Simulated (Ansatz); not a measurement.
Sc: pressure series

Consider Sc in the hcp (Mg type) structure (space group P6_3/mmc, No. 194).

```xyz
2
Lattice="3.3194 0.0000 0.0000 -1.6597 2.8747 0.0000 0.0000 0.0000 5.1664" Properties=species:S:1:pos:R:3 pbc="T T T"
Sc     0.0000     1.9165     3.8748
Sc     1.6597     0.9582     1.2916
```

Cell and atoms are relaxed at each pressure.

Method: PBE (Ansatz, a first-principles code, PAW, no spin-orbit coupling).

Notes on the quantities. enthalpy: H = E + PV relative to the base's energy.

```json
[
 {"variant": "base", "enthalpy": "–", "lattice parameter a": "3.319 Å"},
 {"variant": "pressure −2 GPa", "enthalpy": "-0.31 eV/atom", "lattice parameter a": "3.362 Å"},
 {"variant": "pressure −1 GPa", "enthalpy": "-0.16 eV/atom", "lattice parameter a": "3.340 Å"},
 {"variant": "pressure 0.3 GPa", "enthalpy": "+0.05 eV/atom", "lattice parameter a": "3.313 Å"},
 {"variant": "pressure 0.7 GPa", "enthalpy": "+0.11 eV/atom", "lattice parameter a": "3.306 Å"},
 {"variant": "pressure 1.5 GPa", "enthalpy": "+0.23 eV/atom", "lattice parameter a": "3.291 Å"},
 {"variant": "pressure 3 GPa", "enthalpy": "+0.45 eV/atom", "lattice parameter a": "?"},
 {"variant": "pressure 5 GPa", "enthalpy": "+0.74 eV/atom", "lattice parameter a": "3.235 Å"},
 {"variant": "pressure 7.5 GPa", "enthalpy": "+1.09 eV/atom", "lattice parameter a": "?"},
 {"variant": "pressure 10 GPa", "enthalpy": "+1.42 eV/atom", "lattice parameter a": "3.170 Å"}
]
```

Task: What belongs in the blanks?

Result: 
- pressure 3 GPa, lattice parameter a: 3.266 Å
- pressure 7.5 GPa, lattice parameter a: 3.201 Å

Load acts through the strain it causes; cell and atoms are relaxed under it. Stability against distortions was not tested. No other phases were tried under pressure. All final runs are without spin polarisation.
